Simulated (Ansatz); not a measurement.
Abridged Ansatz (a program for electronic structure) output:

```
Pseudopotential: Ir, paw, valence charge 17
Pseudopotential: S, paw, valence charge 6
Crystal: 6 atoms, lattice volume = 97.442 Å³
Basis set: ecut = 420 eV, 1889 PW (Γ), exchange–correlation on 64×80×50 points (8 copies of the dense FFT grid, shifted against one another)
Bands: 35, of which v1, the nominal top of the filled ones, is band 29 counted from 1 (28 counted from 0)
Symmetry: 8 space group operations
k-points: 210 of 1040
Functional: x = pbesol(κ = 0.804, μ = 0.12345679012345678), c = pbesol(β = 0.046)
SCF iter   1: F=—  HF=-27140.153991 eV  |F-HF|=—  |Δ(HF+E_count)|=         —  Δρ=6.99e-3  dr2=2.43e-2  ethr=1.77e-3  ⟨swp⟩=6.6  Hψ=30883  notcnv=0
SCF iter   2: F=—  HF=-27140.151068 eV  |F-HF|=—  |Δ(HF+E_count)|=   2.92e-3  Δρ=3.77e-3  dr2=8.36e-3  ethr=4.19e-5  ⟨swp⟩=1.9  Hψ=9563  notcnv=0  defer=10
SCF 1 converged in 8 iterations: F = -27140.149528 eV  dr2 = 3.94e-10
SCF converged after 8 iterations
Free energy (F): -27140.149528 eV
Internal energy: -27140.110237 eV  (E = F + TS)
E sigma→0 (E₀):  -27140.129882 eV
Entropy (-TS):   -0.039291 eV (-6.549 meV/atom)
Fermi energy:    13.556510 eV
--- Forces (eV/Å), atoms counted from 1 ---
  atom   1  Ir     0.00000000     0.00000000     0.00000000
  atom   2  Ir     0.00000000     0.00000000     0.00000000
  atom   3  S     -0.00041183    -0.00014529    -0.00000000
  atom   4  S     -0.00041183     0.00014529     0.00000000
  atom   5  S      0.00041183    -0.00014529    -0.00000000
  atom   6  S      0.00041183     0.00014529     0.00000000
--- Stress (GPa, compression-positive) ---
        0.001029      -0.000000      -0.000000
       -0.000000       0.002633      -0.000000
       -0.000000      -0.000000       0.004191
  P = ⅓ Tr σ = 0.0026 GPa (0.026 kbar)
```

**Question.** What was computed, and what are the main results?

**Answer.** IrS2, 6 atoms in the cell, with Ansatz, PBEsol, PAW, cutoff 420 eV, no spin-orbit coupling. The last SCF converged to F = -27140.149528 eV, or -4523.3583 eV per atom, at a pressure of 0.00 GPa. The total energy compares only with runs of the same code, potentials and settings.

No phonon test of stability was made. The final runs are not spin-polarised. The cell was made from FeS2 by this change: Fe → Ir; the result is a hypothetical phase, not in the database extracts checked. IrS2 has a high density of states at the Fermi level and may be magnetic at this level.
